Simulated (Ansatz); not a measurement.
The starting structures come from a database of crystals and need not be the phases stable at ambient conditions.

By PBEsol, the system below comes out a metal.

The ballistic (Sharvin) conductance counts the channels at the Fermi level: G/A = (e²/h) × channels of both spins per area.

Input:

```
CELL_PARAMETERS angstrom
      3.29676     0.00000     0.00000
      0.00000     9.38076     0.00000
      0.00000     4.69038     4.69038
ATOMIC_POSITIONS crystal
  Si 0.00000 0.86576 0.76848
  Si 0.00000 0.13424 0.23152
  Si 0.00000 0.63424 0.50000
  Si 0.00000 0.36576 0.50000
  Mo 0.00000 0.50000 0.00000
  Mo 0.00000 0.00000 0.00000
  Mo 0.50000 0.33874 0.82252
  Mo 0.50000 0.66126 0.17748
  Mo 0.50000 0.16126 0.50000
  Mo 0.50000 0.83874 0.50000
```

The cell is taken as given; by PBEsol it stands under a pressure of -6.9 GPa.

The current flows along the normal of the first two printed cell vectors, the (110) plane of the conventional cell. No spin-orbit coupling; the value is a mean over 0.1 eV about the Fermi level.

Task: Estimate the ballistic conductance per area that PBEsol (Ansatz, a program for electronic structure) returns for this system.

Result: 0.66 × 10¹⁵ S/m² for both spins.
